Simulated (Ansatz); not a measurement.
**SiC, response to strain**

Take SiC in the zinc blende structure (space group F-43m, No. 216) as the base.

```
SiC
1.0
    0.00000     2.17843     2.17843
    2.17843     0.00000     2.17843
    2.17843     2.17843     0.00000
Si C
1 1
Direct
  0.00000   0.00000   0.00000
  0.25000   0.25000   0.25000
```

Cartesian axes are those of the cell as printed.

Strains are applied to the cell and any free atomic positions relax.

Level of theory: PBEsol in Ansatz (plane waves to 420 eV, PAW, no spin-orbit coupling).

Notes on the quantities. energy relative to the base: free energy F; pressure: mean of the normal stresses, compression positive.

```json
[
 {"case": "base", "band gap": "1.24 eV", "volume per atom": "10.34 Å³", "gap character": "–", "energy relative to the base": "0 meV/atom", "pressure": "-0.01 GPa"},
 {"case": "uniaxial strain ε_zz = −3.00 %", "band gap": "0.90 eV", "volume per atom": "10.03 Å³", "gap character": "indirect, Γ → M", "energy relative to the base": "+11 meV/atom", "pressure": "7.07 GPa"},
 {"case": "uniaxial strain ε_zz = −2.50 %", "band gap": "0.96 eV", "volume per atom": "10.08 Å³", "gap character": "indirect, Γ → M", "energy relative to the base": "+7.9 meV/atom", "pressure": "5.83 GPa"},
 {"case": "uniaxial strain ε_zz = −2.00 %", "band gap": "1.01 eV", "volume per atom": "10.13 Å³", "gap character": "indirect, Γ → M", "energy relative to the base": "+5.1 meV/atom", "pressure": "4.62 GPa"},
 {"case": "uniaxial strain ε_zz = −1.00 %", "band gap": "1.13 eV", "volume per atom": "10.23 Å³", "gap character": "indirect, Γ → M", "energy relative to the base": "+1.3 meV/atom", "pressure": "2.26 GPa"},
 {"case": "uniaxial strain ε_zz = −0.50 %", "band gap": "1.19 eV", "volume per atom": "10.29 Å³", "gap character": "indirect, Γ → M", "energy relative to the base": "+0.3 meV/atom", "pressure": "1.11 GPa"},
 {"case": "uniaxial strain ε_zz = +1.00 %", "band gap": "1.20 eV", "volume per atom": "10.44 Å³", "gap character": "indirect, Γ → X", "energy relative to the base": "+1.3 meV/atom", "pressure": "-2.18 GPa"},
 {"case": "uniaxial strain ε_zz = +1.50 %", "band gap": "1.18 eV", "volume per atom": "10.49 Å³", "gap character": "indirect, Γ → X", "energy relative to the base": "+2.8 meV/atom", "pressure": "-3.23 GPa"},
 {"case": "uniaxial strain ε_zz = +2.50 %", "band gap": "1.14 eV", "volume per atom": "10.60 Å³", "gap character": "indirect, Γ → X", "energy relative to the base": "+7.8 meV/atom", "pressure": "-5.26 GPa"},
 {"case": "uniaxial strain ε_zz = +3.00 %", "band gap": "1.11 eV", "volume per atom": "10.65 Å³", "gap character": "indirect, Γ → X", "energy relative to the base": "+11 meV/atom", "pressure": "-6.25 GPa"}
]
```

Stability against distortions was not tested. Labels are those of the standard path for the cell's own space group.

Ansatz is a first-principles code.
